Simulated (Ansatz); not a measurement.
Take SrTiO$_{3}$ in the cubic perovskite structure (space group Pm-3m, No. 221; a = 3.854 Å) as the base.

All numbers come from Ansatz (a first-principles code) LDA, spin-orbit coupling left out.

Before the change:

Smallest direct gap: 2.17 eV
Band gap: 1.85 eV
Gap character: indirect, R → Γ

The change: the cell is scaled by 1.0300 in all directions, atoms relaxed at fixed cell.

Question: Predict the new smallest direct gap.

Answer: The smallest direct gap decreases by 0.10 eV to 2.07 eV.

Question: Predict the new band gap.

Answer: The band gap decreases by 0.157 eV (1.85 eV → 1.70 eV).

Question: How does this affect the gap character?

Answer: The gap character remains indirect, R → Γ.

The cells carry an imposed strain or load. Stability against distortions was not tested. All final runs are without spin polarisation. Many cubic perovskites are stable only at high temperature; tilts and polar distortions were not tested.
